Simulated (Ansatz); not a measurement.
Take AlN in the wurtzite structure (space group P6_3mc, No. 186) as the base.

```
CELL_PARAMETERS angstrom
      3.13023     0.00000     0.00000
     -1.56512     2.71086     0.00000
      0.00000     0.00000     5.01801
ATOMIC_POSITIONS crystal
  Al 0.33333 0.66667 0.00023
  Al 0.66667 0.33333 0.50023
  N  0.33333 0.66667 0.38177
  N  0.66667 0.33333 0.88177
```

Cartesian axes are those of the cell as printed.

Computed with plane-wave PAW DFT at the PBE level (Ansatz, a quantum-chemistry and plane-wave program, 420 eV), scalar-relativistic without spin-orbit coupling.

Base values:

```
Item       Result
--------  -------
Band gap  4.03 eV
```

The change: tensile biaxial strain of 2.40 % in the plane normal to [001], as in epitaxy on a mismatched substrate; the out-of-plane cell vector and the atoms relax.

**Question.** What happens to the ratio −ε⊥/ε∥?

**Answer.** The ratio −ε⊥/ε∥ comes out as 0.59.

**Question.** What happens to the in-plane stress?

**Answer.** The mean in-plane stress (compression positive) amounts to -9.7 GPa.

**Question.** What happens to the band gap?

**Answer.** The band gap falls by 0.47 eV (4.03 eV → 3.56 eV).

Stability against distortions was not tested.
